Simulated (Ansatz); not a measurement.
# Several settings converged on TiMo3 (Immm, 4 atoms in the cell)

```
TiMo3
1.0
   -1.57786     2.20389     4.46165
    1.57786    -2.20389     4.46165
    1.57786     2.20389    -4.46165
Ti Mo
1 3
Direct
  0.50000   0.00000   0.50000
  0.75659   0.75659   0.00000
  0.24341   0.24341   0.00000
  0.00000   0.50000   0.50000
```

Base method: LDA (PW92), default PAW files made with PBE (plane waves; Ansatz, an electronic-structure program).

Base settings: basis.ecutwfc = 30.9 Ry; kpoints.mp_grid.grid = 9 9 9; hamiltonian.xc = lda; hamiltonian.pseudopotentials = {kind: paw} (the program's default PAW files); scf.occupations.method = gaussian; scf.occupations.width = 0.0073 Ry.

Core times come from one kind of shared machine, to one figure; runs under 30 s give none.

**Zone-centre phonons against the cutoff**

In this ladder: phonons.method = dfpt.

The mesh stays at the base's, so the ladder's end is converged at best in this setting alone.

Frequencies are those of the unrelaxed cell, without the LO-TO term of polar crystals.

Only quantities that move along the ladder and can be compared are tabulated.

```tsv
basis.ecutwfc	highest zone-centre frequency (cm⁻¹)	lowest optical frequency (cm⁻¹)	core time / last (rough)
15.4 Ry	278.9	140.8	0.3
21.7 Ry	287.7	178.4	0.5
30.9 Ry	287.6	177.6	0.7
37.1 Ry	287.5	177.6	1
```

Coarsest basis.ecutwfc that holds the lowest optical frequency within 1 cm⁻¹ of the last step, with all finer ones: 21.7 Ry; the step before is off by 37 cm⁻¹.

Coarsest basis.ecutwfc that holds the highest zone-centre frequency within 1 cm⁻¹ of the last step, with all finer ones: 21.7 Ry; the step before is off by 8.6 cm⁻¹.

**Zone-centre phonons against the mesh**

In this ladder: phonons.method = dfpt.

Frequencies are those of the unrelaxed cell, without the LO-TO term of polar crystals.

Only quantities that move along the ladder and can be compared are tabulated.

| kpoints.mp_grid.grid | highest zone-centre frequency (cm⁻¹) | lowest optical frequency (cm⁻¹) | core time / last (rough) |
|---|---|---|---|
| 4 4 4 | 292.4 | 181.3 | 0.07 |
| 6 6 6 | 286.8 | 176.2 | 0.2 |
| 10 10 10 | 288.8 | 179.4 | 0.6 |
| 12 12 12 | 288.9 | 180.0 | 1 |

Coarsest kpoints.mp_grid.grid that holds the lowest optical frequency within 2 cm⁻¹ of the last step, with all finer ones: 10 10 10; the step before is off by 3.8 cm⁻¹.

Coarsest kpoints.mp_grid.grid that holds the highest zone-centre frequency within 1 cm⁻¹ of the last step, with all finer ones: 10 10 10; the step before is off by 2.1 cm⁻¹.

On the base run: the starting cell comes from a database of computed structures (which also holds hypothetical and non-ambient phases and stackings), without a prior relaxation at this level. Its lattice was rescaled by up to half a per cent. Spin polarisation is off. In the base run, with a pressure of about -8 GPa the cell is away from its equilibrium volume at this level.

Keys are those of Ansatz 0.2.
